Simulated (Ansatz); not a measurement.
For CsCl-type ScPt, PBEsol in Ansatz (plane waves, PAW) gives:

* **lattice parameter a**: 3.259 Å
* **bulk modulus**: 151 GPa

**Question.** What does r²SCAN (plane waves, PAW; Ansatz, a quantum-chemistry and plane-wave program) give for the same quantities?

**Answer.** 
- lattice constant a: 3.285 Å (rises by 0.8 %)
- bulk modulus: 151 GPa (stays essentially unchanged)

For comparison: lattice constant a 3.268 Å (measured, temperature not stated, copied from a table, unchecked, not corrected to a static lattice; as tabulated in Physical Review, Section A (133,1964-188,1969) 137, 119 (1965)).

Changes are worked out from the printed values.

Unless a cell is named, each level is at its own relaxed cell (PBEsol 17.31, r²SCAN 17.72 Å³/atom).

Levels without +SOC leave out spin–orbit coupling, which shifts energies and cells of such heavy elements.

The crystal itself was run without spin with PBEsol, r²SCAN; a magnetic state was not tried in these runs.

Caveats: the bulk modulus is −V dP/dV from two relaxed cells at ±2 % in volume (PBEsol, r²SCAN). Ansatz's density-functional and Hartree–Fock values are scalar-relativistic unless marked +SOC, with PAW data made under PBE.
